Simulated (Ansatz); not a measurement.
The cell is made up: elements placed on another compound's structure type, so the phase may be hypothetical.

The decay constant κ of evanescent states in the gap governs leakage through a thin film.

Input:

```
CELL_PARAMETERS angstrom
      6.19782     0.00000     0.00000
      0.00000     6.19782     0.00000
      0.00000     0.00000     3.63768
ATOMIC_POSITIONS crystal
  Be 0.66877 0.33123 0.00000
  Be 0.33123 0.66877 0.00000
  Be 0.16877 0.16877 0.50000
  Be 0.83123 0.83123 0.50000
  Se 0.69159 0.69159 0.00000
  Se 0.30841 0.30841 0.00000
  Se 0.80841 0.19159 0.50000
  Se 0.19159 0.80841 0.50000
```

Space group of this cell: P4_2/mnm. The cell was relaxed by PBE-D3(BJ); by PBEsol its mean pressure is 0.9 GPa.

Transport runs along the normal of the first two printed cell vectors.

The gap is the functional's own. No spin-orbit coupling. Mid-gap values are interpolated on the energy grid.

Q: Estimate the band gap and the smallest decay constant κ at mid-gap that PBEsol in Ansatz (a quantum-chemistry and plane-wave program) returns for this system.

A: Gap 2.76 eV on a 6×6×8 mesh; κ = 0.221 1/Å, at the zone centre.
